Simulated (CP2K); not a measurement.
Band structure of Cd (P6_3/mmc, 2 atoms in the cell).

```
CELL_PARAMETERS angstrom
      3.00384     0.00000     0.00000
     -1.50192     2.60140     0.00000
      0.00000     0.00000     5.66496
ATOMIC_POSITIONS crystal
  Cd 0.33333 0.66667 0.25000
  Cd 0.66667 0.33333 0.75000
```

Method of the run: PBE, GPW, DZVP-MOLOPT-SR-GTH basis, GTH-PBE potentials (GTH_POTENTIALS) (CP2K).

Settings: CUTOFF = 500 Ry; REL_CUTOFF = 60 Ry; SMEAR/METHOD = GAUSSIAN; SIGMA = 0.1 eV; KPOINTS/SCHEME = MONKHORST-PACK 13 13 6; GAMMA_CENTERED = T; XC_FUNCTIONAL = PBE; Cd/BASIS_SET = DZVP-MOLOPT-SR-GTH-q12; Cd/POTENTIAL = GTH-PBE-q12; METHOD = GPW; EPS_DEFAULT = 1e-11; EXTRAPOLATION = USE_GUESS; NGRIDS = 5; SCF_GUESS = ATOMIC.

The starting cell has typed, rounded lattice constants, without a prior relaxation at this level. Its lattice was rescaled by a random factor within 2.5 % of one. Values carry the incompleteness of an atom-centred basis.

Levels in eV from the Fermi level, bands 9 to 14:
```
point      9     10     11     12     13     14
-----  -----  -----  -----  -----  -----  -----
Γ      -8.71  -8.55  -8.55  -3.05  -2.98  12.13
M      -8.33  -8.31  -2.33  -1.87   1.94   3.04
K      -8.67  -8.67  -0.01  -0.01   0.39   4.32
A      -8.66  -8.66  -7.29  -7.29   3.68   3.68
L      -8.32  -8.32  -1.53  -1.53   0.01   0.01
H      -8.57  -8.57   1.02   1.02   1.48   1.48
```

Bands cross the Fermi level along this path, so the cell is metallic at this level.

Higher empty bands are left out: an atom-centred basis made for the valence describes them poorly.
